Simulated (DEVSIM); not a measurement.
Structure: Si p-i-n diode, at 300 K.

Layer 1 from the left is Si, thickness (μm) 0.790, Na (cm⁻³) 1e18, τn (s) 0.00013, τp (s) 0.00013. Layer 2 from the left is Si, thickness (μm) 0.360, Nd (cm⁻³) 2.4e12, τn (s) 0.00013, τp (s) 0.00013. Layer 3 from the left is Si, thickness (μm) 0.640, Nd (cm⁻³) 1.5e17, τn (s) 0.00013, τp (s) 0.00013.

Left contact: ohmic. Right contact: ohmic. Voltage is applied to the left contact. Recombination: SRH at mid-gap. Gap narrowing is on: ΔEg = 6.92 meV × (l + √(l² + 0.5)), l = ln(N/1.3e17 cm⁻³), shared equally by both band edges. Mobility is constant in doping.

The device is made up for the run: typed textbook-type constants, with dimensions and the other settings drawn at random. Values at 300 K.

Si: gap (eV) 1.124, affinity (eV) 4.05, permittivity 11.7, Nc (cm⁻³) 2.86e19, Nv (cm⁻³) 3.1e19, μn (cm²/Vs) 1417, μp (cm²/Vs) 470.

DEVSIM, 1D drift-diffusion, Boltzmann statistics, complete ionisation; no tunnelling, impact ionisation, image-force lowering or self-heating.

Q: What does the simulation give for the dark forward voltage at 100 A/cm², the dark forward voltage at 1 A/cm²?

A: dark forward voltage at 100 A/cm² 0.731 V; dark forward voltage at 1 A/cm² 0.610 V.
